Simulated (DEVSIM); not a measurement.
Device: Cr/SiO2/p-Si capacitor, at 300 K.

Layer 1 from the left is SiO2, thickness (nm) 7.20. Layer 2 from the left is Si, thickness (nm) 2900, Na (cm⁻³) 3.8e16.

Metal gate on the left, work function 4.5 eV. Fixed charge at the semiconductor interface 0 cm⁻² (in units of +e); no interface traps.

This is a model device: material constants are rounded textbook-type values typed into the input, and sizes, dopings and lifetimes were drawn at random. Values at 300 K.

SiO2: gap (eV) 9, affinity (eV) 0.9, permittivity 3.9. Si: gap (eV) 1.124, affinity (eV) 4.05, permittivity 11.7, Nc (cm⁻³) 2.86e19, Nv (cm⁻³) 3.1e19.

Estimate by hand the flat-band voltage, the threshold voltage, and compare with a numerical solution.


- Flat-band voltage: C = 0.480 μF/cm², work-function difference -0.501 V; VFB = φms − qNf/C = -0.50 V; numerical -0.50 V.
- Threshold voltage: φF = 0.390 V, depletion charge √(4εqNφF) = 9.92e-8 C/cm²; VT = VFB + 2φF + Qd/C = 0.49 V; numerical 0.49 V.

Model (solved in DEVSIM): 1D Poisson equation in equilibrium, Boltzmann statistics, complete ionisation; no quantum confinement or tunnelling. Metal contacts follow the ideal Schottky-Mott rule: no Fermi-level pinning, no interface dipoles.
